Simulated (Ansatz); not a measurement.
Density of states of CdSe (P6_3mc) above the conduction band minimum, PBEsol, rigid bands run with Ansatz (a quantum-chemistry and plane-wave program); cell volume 112.5 Å³.

(energy from edge (eV), 10⁻³ states/eV/cell): (0.006, 0.77); (0.031, 1.98); (0.056, 2.93); (0.081, 3.82); (0.106, 4.77); (0.131, 5.76); (0.156, 6.79); (0.181, 7.89); (0.206, 9.14); (0.231, 10.4); (0.256, 11.6); (0.281, 12.8); (0.319, 15.0); (0.344, 16.7); (0.369, 18.1); (0.394, 19.8); (0.419, 21.5); (0.444, 23.4); (0.469, 25.0); (0.494, 26.9); (0.519, 29.1); (0.544, 31.0); (0.569, 33.4); (0.594, 35.6)

Question: What effective density of states at 300 K does this give (∫ g(E) exp(−E/k_BT) dE, both spins, divided by the cell's size)?

Answer: 3.8e17 cm⁻³, a density-of-states mass of 0.061 mₑ, valleys and band degeneracy included.

Spin-orbit coupling is left out. Geometry: cell and atoms relaxed with PBEsol.
